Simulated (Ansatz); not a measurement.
**KRb2ScF6 (space group I4/m, No. 87)**

```cif
data_F12K2Rb4Sc2
_chemical_formula_sum 'K2 Rb4 Sc2 F12'
_space_group_name_H-M_alt 'I4/m'
_space_group_IT_number 87
_space_group_name_Hall '-I 4'
_cell_length_a 6.28444
_cell_length_b 6.28444
_cell_length_c 9.12612
_cell_angle_alpha 90.000
_cell_angle_beta 90.000
_cell_angle_gamma 90.000
loop_
_atom_site_label
_atom_site_type_symbol
_atom_site_symmetry_multiplicity
_atom_site_Wyckoff_symbol
_atom_site_fract_x
_atom_site_fract_y
_atom_site_fract_z
_atom_site_occupancy
K1 K 2 b 0.00000 0.00000 0.50000 1
Rb1 Rb 4 d 0.00000 0.50000 0.25000 1
Sc1 Sc 2 a 0.00000 0.00000 0.00000 1
F1 F 8 h 0.15880 0.27836 0.00000 1
F2 F 4 e 0.00000 0.00000 0.22121 1
```
(The calculation used a cell of 10 atoms; values per cell refer to that cell.)

Method: PBEsol (Ansatz, an electronic-structure program, PAW, no spin-orbit coupling). Settings: 8×8×8 k-points, 0.05 eV Fermi–Dirac smearing.

| Property | Result |
|---|---|
| Volume per atom | 18.02 Å³ |
| Density | 3.40 g/cm³ |
| Band gap | 6.66 eV, indirect, N → Γ |
| Electron mass | 0.56 mₑ along c, 0.51 mₑ across |
| Lowest conduction-band minima above the VBM | Γ 6.66 eV |
| Total energy | -1488.039 eV/atom (σ→0; compares only within this code and set-up) |

Effective masses come from finite differences of ±0.01 Å⁻¹. Whether these cells are dynamically stable was not tested. All final runs are without spin polarisation.
